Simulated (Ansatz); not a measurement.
## TiC: pressure series

Take TiC in the rock salt structure (space group Fm-3m, No. 225; a = 4.2932 Å) as the base.

Cell and atoms are relaxed at each pressure.

Level of theory: Kohn–Sham DFT with the PBEsol functional, run in Ansatz (a first-principles code) with PAW and 420 eV plane waves, no spin-orbit coupling.

| pressure (GPa) | volume per atom (Å³/atom) |
|---|---|
| -2 | 9.967 |
| -1 | 9.929 |
| 0 | 9.892 |
| 0.3 | ? |
| 0.7 | 9.866 |
| 1.5 | 9.837 |
| 3 | 9.784 |
| 5 | 9.716 |
| 10 | 9.553 |

Q: Fit the third-order Birch–Murnaghan form P(V) = (3B₀/2)[(V₀/V)^(7/3) − (V₀/V)^(5/3)]·[1 + (3/4)(B₀′ − 4)((V₀/V)^(2/3) − 1)] (squares taken in P) to the rows shown and predict the withheld row.

A: Least squares on the printed values gives V₀ = 9.892 Å³/atom, B₀ = 269 GPa, B₀′ = 3.8; this predicts 9.881 Å³/atom, and the run gives 9.881 Å³/atom, in agreement.

Load acts through the strain it causes; cell and atoms are relaxed under it. Whether these cells are dynamically stable was not tested. Competing high-pressure phases were not computed. The base started in Pnma and relaxed to Fm-3m at this level. The final runs are not spin-polarised.
